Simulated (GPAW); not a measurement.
Worked example: self-consistent single point of ScAg2 (I4mm, 3 atoms in the cell) in GPAW.

Method: PBEsol, GPAW PAW datasets PBEsol (made by gpaw-setup) (plane waves; GPAW).

```
ScAg2
1.0
   -1.77444     1.77444     4.47660
    1.77444    -1.77444     4.47660
    1.77444     1.77444    -4.47660
Sc Ag
1 2
Cartesian
  0.00000   0.00000   0.05000
  0.00000   0.00000   5.96856
  0.00000   0.00000   2.98464
```

Reference input (self-consistent single point, DFT PBEsol, plane waves, GPAW PAW datasets PBEsol (made by gpaw-setup)): mode = pw; ecut = 850 eV; xc = PBEsol; kpts = 6 6 6; mesh shift (steps) = 0 0 0; occupations.name = fermi-dirac; occupations.width = 0.1 eV; nbands = -9; convergence.density = 1e-05 e/electron; convergence.energy = 1e-05 eV/electron; symmetry.symmorphic = false; symmetry.tolerance = 0.0005. This run's input differs from it in these lines:

```diff
@@ -15,3 +15,3 @@
             xc='PBEsol',
-            kpts={'size': (6, 6, 6), 'gamma': True},
+            kpts=(6, 6, 6),
             occupations={'name': 'fermi-dirac', 'width': 0.1},
```

Output (repeated stretches shortened):

```
     iter     time        total  log10-change:
                         energy   eigst   dens
iter:   1 --:--:--   -14.570644
iter:   2 --:--:--   -14.046552   -0.48  -1.37
iter:   3 --:--:--   -13.065997   -0.67  -1.42
iter:   4 --:--:--   -12.990210   -1.97  -1.80
iter:   5 --:--:--   -12.908485   -1.84  -1.89
iter:   6 --:--:--   -12.973102   -2.32  -2.24
iter:   7 --:--:--   -12.898158   -2.73  -2.16
iter:   8 --:--:--   -12.893032   -3.31  -2.63
iter:   9 --:--:--   -12.892264   -3.85  -2.89
iter:  10 --:--:--   -12.891974   -4.16  -3.15
iter:  11 --:--:--   -12.891965c  -4.97  -3.51
iter:  12 --:--:--   -12.891981c  -5.83  -3.59
iter:  13 --:--:--   -12.891954c  -5.69  -3.61
iter:  14 --:--:--   -12.891952c  -5.89  -3.77
iter:  15 --:--:--   -12.891949c  -6.28  -3.82
iter:  16 --:--:--   -12.891943c  -6.20  -3.87
iter:  17 --:--:--   -12.891945c  -7.00  -4.16
iter:  18 --:--:--   -12.891950c  -6.75  -4.18
iter:  19 --:--:--   -12.891949c  -6.96  -4.22
iter:  20 --:--:--   -12.891948c  -7.13  -4.39
iter:  21 --:--:--   -12.891947c  -8.39c -4.55
iter:  22 --:--:--   -12.891946c  -7.52c -4.61
iter:  23 --:--:--   -12.891945c  -8.03c -4.79
iter:  24 --:--:--   -12.891943c  -7.45c -4.87
iter:  25 --:--:--   -12.891943c  -8.39c -5.28c
Converged after 25 iterations.

Dipole moment: (0.000000, -0.000000, -0.778072) |e|*Ang

Energy contributions relative to reference atoms: (reference = -309822.030781)

Kinetic:        -15.706082
Potential:      +10.831635
External:        +0.000000
XC:              -8.612026
Entropy (-ST):   -0.056088
Local:           +0.622574
SIC:             +0.000000
--------------------------
Free energy:    -12.919987
Extrapolated:   -12.891943

Showing only first 2 kpts
 Kpt  Band  Eigenvalues  Occupancy
  0    20      3.75536    2.00000
  0    21      7.08293    1.98995
  0    22      8.35670    0.00116
  0    23      8.44110    0.00050

  1    20      3.77430    2.00000
  1    21      6.64345    1.99988
  1    22      8.35939    0.00113
  1    23      9.02162    0.00000

Fermi level: 7.61172

No gap
No difference between direct/indirect transitions
Energy (eV): -12.891943

Forces in eV/Ang:
  0 Sc    0.00000    0.00000   -0.27475
  1 Ag   -0.00000   -0.00000    0.15965
  2 Ag    0.00000    0.00000    0.11517

Stress tensor:
     0.020836     0.000000    -0.000000
     0.000000     0.020836    -0.000000
    -0.000000    -0.000000     0.028025
Stress (GPa, Voigt): [ 3.3383  3.3383  4.4901 -0.     -0.      0.    ]
```

The run converged in 25 iterations. GPAW prints stress with tension positive. Against the reference run the free energy rises by 2.2 meV/atom, the pressure moves little (-3.76 to -3.72 GPa) and the largest force moves little (0.278 to 0.275 eV/Å).

The starting cell comes from a database of computed structures (which also holds hypothetical and non-ambient phases and stackings), without a prior relaxation at this level. Its lattice was rescaled by up to half a per cent. One atom was moved a little off its site on purpose.

Cost on one core of a shared machine: roughly 5 min.
